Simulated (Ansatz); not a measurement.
Si_N in metastable zinc-blende GaN

Level of theory: PBE, PAW (plane waves to 420 eV; Ansatz, a quantum-chemistry and plane-wave program). Cell: 64 sites, 2×2×2; final energies on a 2×2×2 shifted mesh. Site at the start: the N site. Charged cells carry a point-charge image correction with potential alignment at far atoms. Dielectric constants: PBE linear response of the host. Host gap at this level: 1.54 eV. A cell of this size leaves errors of a few tenths of an eV. Levels are measured in PBE's own, too narrow, gap. Spin–orbit coupling is left out. Each state is the lowest found from its start.

Formation energies E_f are given with the Fermi level at the valence-band maximum. Chemical conditions: Ga-rich (Δμ(N) = -0.87 eV, Δμ(Si) = -1.31 eV, bounded by beta Si3N4; only phases computed here count, gases as isolated molecules at 0 K); N-rich (Δμ(N) = 0.00 eV, Δμ(Si) = -2.47 eV, bounded by beta Si3N4; only phases computed here count, gases as isolated molecules at 0 K). Reference phases: N: N2 molecule in a box, Si: silicon.

| charge | moment (μB) | largest move off a lattice site (Å) | image correction with alignment (eV) | E_f, Ga-rich (eV) | E_f, N-rich (eV) | above the lowest spin state (eV) |
|---|---|---|---|---|---|---|
| +1† | 2.0 | 0.31 | 0.28 | – | – | 0.00 |
| +1† | not spin-polarised | 0.31 | 0.27 | – | – | 0.17 |
| 0 | 1.0 | 0.28 | 0.00 | 5.76 | 7.80 | 0.00 |
| −1 | not spin-polarised | 0.23 | 0.04 | 6.87 | 8.91 | 0.00 |

† Not settled in this cell, so no level is given: charge +1: a level filled in part.

Transition levels above the valence-band maximum: ε(0/−1) = 1.11 eV. With a charge missing or unsettled, these needn't be thermodynamic levels.
